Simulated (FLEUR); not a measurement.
# How far to go with the k-point mesh at a smearing width of 0.02 eV: K (Im-3m, 1 atom in the cell)

```
CELL_PARAMETERS angstrom
     -2.65320     2.65320     2.65320
      2.65320    -2.65320     2.65320
      2.65320     2.65320    -2.65320
ATOMIC_POSITIONS crystal
  K  0.00000 0.00000 0.00000
```

Level of theory: PBE, all-electron FLAPW (FLEUR), scalar-relativistic valence run with FLEUR.

Base settings: Kmax = 3.8 1/bohr; GmaxXC = 15.2 1/bohr; xcFunctional = pbe; jspins = 1; l_soc = F; mode = hist; fermiSmearingEnergy = 0.00367493 Htr; mesh (inpgen div1-3) = 4 4 4; inpgen gamma flag = true; Gmax = 15.2 1/bohr.

In this ladder: fermiSmearingEnergy = 0.00073499 Htr. Moved along: kpt_gamma.

Only quantities that move along the ladder and can be compared are tabulated.

The starting cell has typed, rounded lattice constants, without a prior relaxation at this level. Its lattice was rescaled by up to half a per cent. Values depend on the basis (sphere radii, cutoffs, local orbitals), which need not be converged.

Steps (kpt_div): 3 3 3; 4 4 4; 5 5 5; 7 7 7; 8 8 8; 10 10 10; 12 12 12; 14 14 14; 17 17 17; 21 21 21.

**Question.** What is the coarsest kpt_div that holds the free energy within 0.5 meV/atom of the last step, with all finer ones?

**Answer.** 14 14 14; the step before is off by 1.2 meV/atom.

| kpt_div | free energy less the last step's (meV/atom) |
|---|---|
| 3 3 3 | -87.94 |
| 4 4 4 | 78.64 |
| 5 5 5 | 6.23 |
| 7 7 7 | -1.52 |
| 8 8 8 | 5.98 |
| 10 10 10 | 3.03 |
| 12 12 12 | 1.22 |
| 14 14 14 | -0.01 |
| 17 17 17 | 0.03 |
| 21 21 21 | 0.00 |

Left out of this page: 1 run of the series failed or unconverged.
